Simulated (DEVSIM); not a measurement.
# abrupt GaAs n-p junction

Device: abrupt GaAs n-p junction, at 300 K.

| layer (left to right) | material | thickness (μm) | Nd (cm⁻³) | Na (cm⁻³) | τn (s) | τp (s) |
|---|---|---|---|---|---|---|
| 1 | GaAs | 16.0 | 2.1e16 | - | 7.1e-9 | 7.1e-9 |
| 2 | GaAs | 190 | - | 2.1e16 | 7.1e-9 | 7.1e-9 |

Left contact: ohmic. Right contact: ohmic. Voltage is applied to the left contact. Recombination: SRH at mid-gap. Mobility is μmin + (μ − μmin)/(1 + (N/Nref)^α).

The device is made up for the run: typed textbook-type constants, with dimensions and the other settings drawn at random. Values at 300 K.

| parameter | GaAs |
|---|---|
| gap (eV) | 1.424 |
| affinity (eV) | 4.07 |
| permittivity | 12.9 |
| Nc (cm⁻³) | 4.7e17 |
| Nv (cm⁻³) | 9e18 |
| μn (cm²/Vs) | 8500 |
| μp (cm²/Vs) | 400 |
| μn,min | 500 |
| μp,min | 20 |
| Nref,n | 6e16 |
| Nref,p | 1.5e17 |
| αn | 0.39 |
| αp | 0.38 |

Simulated with DEVSIM: 1D drift-diffusion, Boltzmann statistics, complete ionisation; no tunnelling, impact ionisation, image-force lowering or self-heating.

```yaml
potential_step_across_the_device_at_zero_bias: 1.187 V
largest_field_in_the_device_at_zero_bias: 58000 V/cm
Dark forward voltage at 1 A/cm²: 1.042 V
```

Dark forward current:

| V (V) | J (A/cm²) |
|---|---|
| -0.05 | -6.9e-11 |
| -0.10 | -2.4e-10 |
| -0.20 | -1.9e-9 |
| -0.25 | -5.3e-9 |
| -0.30 | -1.4e-8 |
| -0.40 | -1.1e-7 |
| -0.45 | -2.9e-7 |
| -0.55 | -2.2e-6 |
| -0.60 | -6.2e-6 |
| -0.65 | -1.7e-5 |
| -0.75 | -0.00016 |
| -0.80 | -0.00057 |
| -0.85 | -0.0024 |
| -0.95 | -0.067 |
| -1.00 | -0.35 |
| -1.10 | -2.7 |
| -1.15 | -4.6 |
| -1.20 | -6.7 |
| -1.30 | -11 |
| -1.35 | -14 |
| -1.40 | -16 |
| -1.50 | -21 |
| -1.55 | -23 |
| -1.65 | -29 |
| -1.70 | -31 |
| -1.75 | -34 |
| -1.85 | -39 |
| -1.90 | -42 |

Dark reverse current:

| V (V) | J (A/cm²) |
|---|---|
| 0.20 | 1.0e-10 |
| 0.50 | 2.2e-10 |
| 1.00 | 3.9e-10 |
| 1.50 | 5.4e-10 |
| 2.00 | 6.8e-10 |
| 3.00 | 9.2e-10 |
| 4.00 | 1.1e-9 |
| 5.00 | 1.3e-9 |
| 6.50 | 1.6e-9 |
| 8.00 | 1.8e-9 |
| 10.00 | 2.1e-9 |
